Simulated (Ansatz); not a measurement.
Defect migration in rock-salt PbTe: interstitial H, charge state +1. The step: a direct jump of one H atom; the atom moves 1.36 Å along (0.14, 0.15, 0.00) of the unit cell; the moving atom starts with neighbours Te at 1.71 Å and ends with Te at 1.71 Å. DFT values are from Ansatz (plane-wave PAW, 420 eV unless said) in a cell of 64 host sites, spin-restricted, static, with no finite-size correction. The charge state is imposed; whether it is stable for some Fermi level was not computed. Sites that were not tried may lie lower. For the PBE band: the saddle point's order was not checked, and it lies on a symmetry element of the cell, where a band can be held.

| Level | Forward barrier (eV) | Cost of the band or of the saddle's single point |
|---|---|---|
| CHGNet universal potential (has no charge state), its own band | 0.28 | - |
| PBE, one k-point at (0.250, 0.250, 0.250), band relaxed | 0.12 | around 90 core-minutes (rough) |
| PBE, a 2×2×2 k-point mesh shifted by half a step, same geometries | 0.11 | very roughly 18 core-minutes |
| r2SCAN at 500 eV, one k-point at (0.250, 0.250, 0.250), same geometries | 0.17 | roughly 8 core-minutes |

Ansatz is an electronic-structure program.
